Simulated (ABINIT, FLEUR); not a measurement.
An ABINIT input for a self-consistent single point of SnO2 (P4_2/mnm, 6 atoms in the cell) (DFT, PBE, plane waves, norm-conserving pseudopotentials (PseudoDojo nc-sr-05 PBE standard)):

```
# SnO2, PseudoDojo nc-sr-05 PBE standard
pp_dirpath "./"
pseudos "Sn.upf, O.upf"
acell 3*1.0
rprim
         9.0582302133    0.0000000000    0.0000000000
         0.0000000000    9.0582302133    0.0000000000
         0.0000000000    0.0000000000    6.0976643240
natom 6
ntypat 2
znucl 50 8
typat 1 1 2 2 2 2
xcart
         4.5291151067    4.5291151067    3.0488321620
         0.0000000000    0.0000000000    0.0000000000
         1.7575684083    7.3006618050    3.0488321620
         7.3006618050    1.7575684083    3.0488321620
         6.2866835149    6.2866835149    0.0000000000
         2.7715466984    2.7715466984    0.0000000000
ecut 42 Ha
occopt 3
tsmear 0.02 eV
nband 34
kptopt 1
ngkpt 4 4 5
nshiftk 1
shiftk 0 0 0
nstep 60
tolvrs 1.0e-12
prtwf 0
prtden 0
```

### Question
Translate this input to FLEUR.

### Answer
One input that does it (others would too):

Input of the input generator:

```
scf SnO2
&input film=f /
9.0582302133 0.0000000000 0.0000000000
0.0000000000 9.0582302133 0.0000000000
0.0000000000 0.0000000000 6.0976643240
1.0
1.0 1.0 1.0

6
50 0.5000000000 0.5000000000 0.5000000000
50 0.0000000000 0.0000000000 -0.0000000000
8 0.1940300000 0.8059700000 0.5000000000
8 0.8059700000 0.1940300000 0.5000000000
8 0.6940300000 0.6940300000 0.0000000000
8 0.3059700000 0.3059700000 0.0000000000

&comp jspins=1 /
&kpt div1=4 div2=4 div3=5 gamma=t /
&end /
```

```xml
<?xml version="1.0" encoding="UTF-8" standalone="no"?>
<fleurInput fleurInputVersion="0.39">
   <comment>
      scf SnO2                                                                                            
   </comment>
   <calculationSetup>
      <cutoffs Kmax="4.6" Gmax="18.4" GmaxXC="18.4" numbands="0"/>
      <scfLoop itmax="60" minDistance="0.00001" maxIterBroyd="15" imix="Anderson" alpha="0.05" precondParam="0.0" spinf="2.0"/>
      <coreElectrons ctail="T" frcor="F" kcrel="0" coretail_lmax="0"/>
      <xcFunctional name="pbe" relativisticCorrections="F"/>
      <magnetism jspins="1"/>
      <soc l_soc="F" theta="0.0" phi="0.0" spav="F"/>
      <expertModes spex="0" secvar="F"/>
      <geometryOptimization l_f="T" forcealpha="1.0" forcemix="BFGS" epsdisp="0.00001" epsforce="0.00001"/>
      <ldaU l_linMix="F" mixParam="0.05" spinf="1.0"/>
   </calculationSetup>
   <cell>
      <bzIntegration valenceElectrons="52.0" mode="hist" fermiSmearingEnergy="0.00073499">
         <kPointListSelection listName="default-1"/>
         <!-- k-points included here -->
         <xi:include xmlns:xi="http://www.w3.org/2001/XInclude" href="kpts.xml"> </xi:include>
      </bzIntegration>
      <!-- symmetry operations included here -->
      <xi:include xmlns:xi="http://www.w3.org/2001/XInclude" href="sym.xml"> </xi:include>
      <bulkLattice scale="1.0">
         <bravaisMatrix>
            <row-1>    9.0582302132999999     0.0000000000000000     0.0000000000000000</row-1>
            <row-2>    0.0000000000000000     9.0582302132999999     0.0000000000000000</row-2>
            <row-3>    0.0000000000000000     0.0000000000000000     6.0976643240000001</row-3>
         </bravaisMatrix>
      </bulkLattice>
   </cell>
   <atomSpecies>
      <species name="Tin (Sn)" element="Sn" atomicNumber="50">
         <mtSphere radius="2.29" gridPoints="807" logIncrement="0.016"/>
         <atomicCutoffs lmax="10" lnonsphr="8"/>
         <electronConfig flipSpins="F">
            <coreConfig>(1s1/2) (2s1/2) (2p1/2) (2p3/2) (3s1/2) (3p1/2) (3p3/2) (4s1/2) (3d3/2) (3d5/2) (4p1/2) (4p3/2)</coreConfig>
            <valenceConfig>(5s1/2) (4d3/2) (4d5/2) (5p1/2) (5p3/2)</valenceConfig>
            <stateOccupation state="(5p1/2)" spinUp="0.3333333333333" spinDown="0.3333333333333"/>
            <stateOccupation state="(5p3/2)" spinUp="0.6666666666667" spinDown="0.6666666666667"/>
         </electronConfig>
         <energyParameters s="5" p="5" d="5" f="4"/>
         <lo type="SCLO" l="2" n="4" eDeriv="0"/>
      </species>
      <species name="Oxygen (O)" element="O" atomicNumber="8">
         <mtSphere radius="1.29" gridPoints="457" logIncrement="0.023"/>
         <atomicCutoffs lmax="6" lnonsphr="4"/>
         <electronConfig flipSpins="F">
            <coreConfig>(1s1/2)</coreConfig>
            <valenceConfig>(2s1/2) (2p1/2) (2p3/2)</valenceConfig>
            <stateOccupation state="(2p1/2)" spinUp="0.6666666666667" spinDown="0.6666666666667"/>
            <stateOccupation state="(2p3/2)" spinUp="1.3333333333333" spinDown="1.3333333333333"/>
         </electronConfig>
         <energyParameters s="2" p="2" d="3" f="4"/>
      </species>
   </atomSpecies>
   <atomGroups>
      <atomGroup species="Tin (Sn)">
         <relPos label="                   1">1.000/2.000 1.000/2.000 1.000/2.000</relPos>
         <relPos label="                   2">.0000000000 .0000000000 .0000000000</relPos>
         <force calculate="T" relaxXYZ="TTT"/>
      </atomGroup>
      <atomGroup species="Oxygen (O)">
         <relPos label="                   3">.1940300000 -.1940300000 1.000/2.000</relPos>
         <relPos label="                   4">-.1940300000 .1940300000 1.000/2.000</relPos>
         <relPos label="                   5">-.3059700000 -.3059700000 .0000000000</relPos>
         <relPos label="                   6">.3059700000 .3059700000 .0000000000</relPos>
         <force calculate="T" relaxXYZ="TTT"/>
      </atomGroup>
   </atomGroups>
   <output dos="F" band="F" slice="F">
      <checks vchk="F" cdinf="F"/>
      <bandDOS minEnergy="-.5*Htr" maxEnergy="0.5*Htr" sigma="0.015" storeEVData="T"/>
      <vacuumDOS vacdos="F" integ="F" star="F" nstars="0" locx1="0.0" locy1="0.0" locx2="0.0" locy2="0.0" nstm="0" tworkf="0.0"/>
      <unfoldingBand unfoldBand="F" supercellX="1" supercellY="1" supercellZ="1"/>
      <plotting iplot="0" polar="F">
         <plot TwoD="T" vec1="  1.0  0.0  0.0" vec2="  0.0  1.0  0.0" vec3="  0.0  0.0  1.0" zero="  0.0  0.0  0.0" file="plot"/>
      </plotting>
      <chargeDensitySlicing numkpt="0" minEigenval="0.0" maxEigenval="0.0" nnne="0" pallst="F"/>
      <specialOutput eonly="F"/>
      <magneticCircularDichroism mcd="F" energyLo="-10.0" energyUp="0.0"/>
   </output>
  <!-- We include the file relax.xml here to enable relaxations (see documentation) -->
  <xi:include xmlns:xi="http://www.w3.org/2001/XInclude" href="relax.xml"> <xi:fallback/> </xi:include>
</fleurInput>
```

Basis settings and potentials, where a program has them, do not carry over. This input uses DFT, PBE, all-electron FLAPW (FLEUR), scalar-relativistic valence.

The starting cell comes from a database of computed structures (which also holds hypothetical and non-ambient phases and stackings), without a prior relaxation at this level. Its lattice was rescaled by a random factor within 2.5 % of one.
